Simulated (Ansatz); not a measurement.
# In2O3 (model structure, started from the Nb2Se3 type, P3m1, No. 156, 5 atoms in the cell)

Computed with r²SCAN (Ansatz, a quantum-chemistry and plane-wave program, plane waves, PAW).

Numerical settings: plane-wave cutoff 560 eV, 24×24×6 k mesh (along the axes of the cell as run), Fermi–Dirac smearing 0.05 eV, scalar-relativistic PAW data made under PBE.

Cell (relaxed at this level):

```yaml
crystal:
  lattice:
    - [3.26399, 0.00000, 0.00000]
    - [-1.63199, 2.82669, 0.00000]
    - [0.00000, 0.00000, 12.75770]
  atoms:
    - { symbol: In, position: [0.00000, 0.00000, 0.50045] }
    - { symbol: In, position: [0.00000, 0.00000, 0.74915] }
    - { symbol: O, position: [0.66667, 0.33333, 0.61763] }
    - { symbol: O, position: [0.33333, 0.66667, 0.43618] }
    - { symbol: O, position: [0.66667, 0.33333, 0.82157] }
```

* **band gap**: 1.37 eV
* **smallest direct gap on the k points sampled**: 1.46 eV

Note: the relaxation could raise the start's symmetry but not lower it, so the cell can be a saddle point; the cell has widely spaced layers and the level no dispersion term, so their spacing and the moduli can rest on weak binding.

Spin–orbit coupling is not included.

The computed numbers hold no vibrational or temperature effects.

A model structure was made by putting elements into a prototype or built by hand; it is no filed structure, need not be a known phase, and can be a saddle point held by its symmetry.
